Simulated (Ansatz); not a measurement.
The structure below was relaxed with r2SCAN+rVV10 in Ansatz (plane waves to 500 eV, PAW, no spin-orbit coupling), at pressure 3 GPa.

Space group Fmmm (No. 69); a = 3.516 Å, b = 3.728 Å, c = 12.924 Å, α = 90.00°, β = 90.00°, γ = 90.00°

| atom | site | symmetry | x | y | z |
|---|---|---|---|---|---|
| Cl | 8i | mm2 | 0.0000 | 0.0000 | 0.1316 |

**Question.** Write out a cell with all atoms.

**Answer.** 
```xyz
8
Lattice="3.5163 0.0000 0.0000 0.0000 3.7275 0.0000 0.0000 0.0000 12.9239" Properties=species:S:1:pos:R:3 pbc="T T T"
Cl     0.0000     0.0000     1.7007
Cl     1.7582     0.0000     4.7613
Cl     0.0000     1.8638     8.1626
Cl     1.7582     1.8638    11.2232
Cl     1.7582     0.0000     8.1626
Cl     0.0000     0.0000    11.2232
Cl     1.7582     1.8638     1.7007
Cl     0.0000     1.8638     4.7613
```
This is the conventional cell.

Load acts through the strain it causes; cell and atoms are relaxed under it. Stability against distortions was not tested. The cell was made from Cl (space group Fmmm, No. 69; a hypothetical phase, not in the database extracts checked) by this change: pressure 3 GPa.

Ansatz is an electronic-structure program.
